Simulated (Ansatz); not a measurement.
**MoSi2: pressure series**

Base system: MoSi2 (space group I4/mmm, No. 139; a = 3.2169 Å, c = 7.8730 Å).

Cell and atoms are relaxed at each pressure.

All numbers come from plane-wave PAW DFT at the PBE level (Ansatz, a quantum-chemistry and plane-wave program, 420 eV), no spin-orbit coupling.

Notes on the quantities. enthalpy: H = E + PV relative to the base's energy.

| change | enthalpy | c/a ratio | volume per atom |
|---|---|---|---|
| base | – | 2.447 | 13.58 Å³ |
| pressure −2 GPa | -0.17 eV/atom | 2.446 | 13.72 Å³ |
| pressure −1 GPa | -0.08 eV/atom | 2.447 | 13.65 Å³ |
| pressure 0.3 GPa | +0.03 eV/atom | 2.448 | 13.56 Å³ |
| pressure 0.7 GPa | +0.06 eV/atom | 2.448 | 13.53 Å³ |
| pressure 1.5 GPa | +0.13 eV/atom | 2.449 | 13.48 Å³ |
| pressure 3 GPa | +0.25 eV/atom | 2.450 | 13.39 Å³ |
| pressure 5 GPa | +0.42 eV/atom | 2.451 | 13.27 Å³ |
| pressure 7.5 GPa | +0.62 eV/atom | [?] | [?] |
| pressure 10 GPa | +0.83 eV/atom | 2.455 | 12.99 Å³ |

Task: Complete the table.

Result: 
- pressure 7.5 GPa, c/a ratio: 2.453
- pressure 7.5 GPa, volume per atom: 13.12 Å³

Load acts through the strain it causes; cell and atoms are relaxed under it. Whether these cells are dynamically stable was not tested. Competing high-pressure phases were not computed. The final runs are not spin-polarised.
